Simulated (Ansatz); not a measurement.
MgCdTe₂ (P-4m2), PBEsol with spin-orbit coupling, rigid bands (Ansatz, an electronic-structure program): Condition of this run: spin-orbit coupling switched on. band gap 1.16 eV, N_c = 1.03e18 cm⁻³ and N_v = 2.04e19 cm⁻³ at 300 K, conductivity masses along x (a = (4.58, 0.00, 0.00) Å; b = (0.00, 4.58, 0.00) Å; c = (0.00, 0.00, 6.44) Å) of 0.121 mₑ (electrons) and 0.719 mₑ (holes). Take k_BT = 0.02585 eV.

### Question
Find the intrinsic carrier density and the intrinsic Fermi level.

### Answer
n_i = √(N_c N_v) exp(−E_g/2k_BT) = 4.58e18 × exp(−22.44) = 8.3e8 cm⁻³. The level lies (k_BT/2) ln(N_v/N_c) = 39 meV from mid-gap (positive towards the conduction band). Each 0.1 eV added to the gap lowers n_i by a factor of 6.9.

### Question
What built-in voltage has an abrupt junction with N_A = 1e17 and N_D = 1e17 cm⁻³, all dopants ionised?

### Answer
V_bi = E_g/e − (k_BT/e) ln(N_c N_v/(N_A N_D)) = 1.16 − 0.02585 × 7.65 = 0.96 V. It follows the computed gap one for one.

### Question
A film of it is 8 nm thick, with its normal along the direction named. Estimate the confinement energies in an infinite well.

### Answer
ħ²π²/(2m t²) = 0.376 eV·nm²/(m/mₑ × t²) gives 48.6 meV for electrons and 8.17 meV for holes, so the gap would widen to about 1.22 eV. Finite barriers and nonparabolic bands lower this, and with several valleys or bands the heaviest mass along the normal sets the lowest level, not this average.

Rigid, parabolic bands with the computed gap; masses take one relaxation time for all states.

Computed structure with no diffraction record at hand here (it may be known, metastable or hypothetical): MgCdTe2 (P-4m2).
